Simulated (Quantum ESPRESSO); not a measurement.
## Habitual settings against a tight run: AlCuF5 (Immm, 7 atoms in the cell)

Self-consistent single point.

```yaml
crystal:
  lattice:
    - [-1.78702, 3.11133, 3.67062]
    - [1.78702, -3.11133, 3.67062]
    - [1.78702, 3.11133, -3.67062]
  atoms:
    - { symbol: Al, position: [0.50000, 0.50000, 0.00000] }
    - { symbol: Cu, position: [0.00000, 0.00000, 0.00000], spin: 1.0 }
    - { symbol: F, position: [0.79210, 0.50000, 0.29210] }
    - { symbol: F, position: [0.20790, 0.50000, 0.70790] }
    - { symbol: F, position: [0.25305, 0.25305, 0.00000] }
    - { symbol: F, position: [0.74695, 0.74695, 0.00000] }
    - { symbol: F, position: [0.50000, 0.00000, 0.50000] }
```
(The spins are starting values, not results.)

Method of the run: PBEsol, GBRV 1.5 ultrasoft (PBESOL) pseudopotentials (plane waves; Quantum ESPRESSO 7.5).

Base settings: ecutwfc = 50 Ry; ecutrho = 400 Ry; occupations = smearing; smearing = cold; degauss = 0.0073499 Ry; nspin = 2; potentials = {Al: al_pbesol_v1.uspp.F.UPF, Cu: cu_pbesol_v1.2.uspp.F.UPF, F: f_pbesol_v1.4.uspp.F.UPF}; K_POINTS = automatic 5 5 5 0 0 0; conv_thr = 1e-11 Ry; mixing_beta = 0.4.

Tight run (finer mesh or higher cutoff; not a proven limit): ecutwfc: 50 Ry → 70 Ry; ecutrho: 400 Ry → 560 Ry; conv_thr: 1e-11 Ry → 7.3e-11 Ry; K_POINTS: automatic 5 5 5 0 0 0 → automatic 7 7 7 0 0 0. It gave Fermi level (on the code's own zero) 3.54 eV; pressure -1.52 GPa; largest force (vector length) 0.179 eV/Å; size of the cell's spin moment 1.00 μB; site moments (μB, in the program's spheres or projections) Al 0.00, Cu 0.74, F 0.05, F 0.05, F 0.05, F 0.05, F 0.01.

Quick runs, as changes from the base:
- A: ecutwfc: 50 Ry → 40 Ry; ecutrho: 400 Ry → 320 Ry; smearing: cold → mp; degauss: 0.0073499 Ry → 0.0147 Ry; conv_thr: 1e-11 Ry → 7.3e-05 Ry; K_POINTS: automatic 5 5 5 0 0 0 → automatic 2 2 2 0 0 0
- B: ecutwfc: 50 Ry → 30 Ry; ecutrho: 400 Ry → 240 Ry; degauss: 0.0073499 Ry → 0.036749 Ry; pseudopotentials: {Al: al_pbesol_v1.uspp.F.UPF, Cu: cu_pbesol_v1.2.uspp.F.UPF, F: f_pbesol_v1.4.uspp.F.UPF} → {Al: al_lda_v1.uspp.F.UPF, Cu: cu_lda_v1.2.uspp.F.UPF, F: f_lda_v1.4.uspp.F.UPF}; K_POINTS: automatic 5 5 5 0 0 0 → automatic 6 6 6 0 0 0 [LDA (PZ)]
- C: ecutwfc: 50 Ry → 25 Ry; ecutrho: 400 Ry → 200 Ry; smearing: cold → gauss; degauss: 0.0073499 Ry → 0.019992 Ry; K_POINTS: automatic 5 5 5 0 0 0 → automatic 4 4 4 0 0 0

Energies are extrapolated to zero smearing width, which holds to low order in the width alone (under cold and Methfessel-Paxton smearing the free energy itself is taken).

Dashes: pressure of A, not trusted under this conv_thr with d or f elements; time of A, under 30 s; energy of B, another energy zero.

† marks runs with another functional, U, potentials or spin treatment: their distance from the tight run is not a convergence error alone.

The count of work is k-points × plane waves × bands × iterations; it is no time. Core times come from one kind of shared machine and are given to one figure; runs under 30 s give none.

The starting cell comes from a database of computed structures (which also holds hypothetical and non-ambient phases and stackings), without a prior relaxation at this level. Its lattice was rescaled by a random factor within 2.5 % of one. With one magnetic atom in the cell only a parallel order is possible. Without a gap this mesh is coarse (it stands for a supercell whose shortest vector is 18 Å).

```csv
run,energy less tight (meV/atom),pressure less tight (GPa),largest miss in a force vector (eV/Å),size of the net moment less tight (μB/atom),count of work / tight,core time / tight (rough)
A,10.0,–,0.125,0.00,0.015,–
B†,–,-36.90,0.250,0.04,0.22,0.2
C,1808.5,-141.35,0.389,0.00,0.061,0.06
```

Among the runs at the tight run's level, the energy misses run from 10.0 to 1808.5 meV/atom.

Left out of this page: 2 runs of the series outside the window shown, repeating another row's setting, or not comparable.
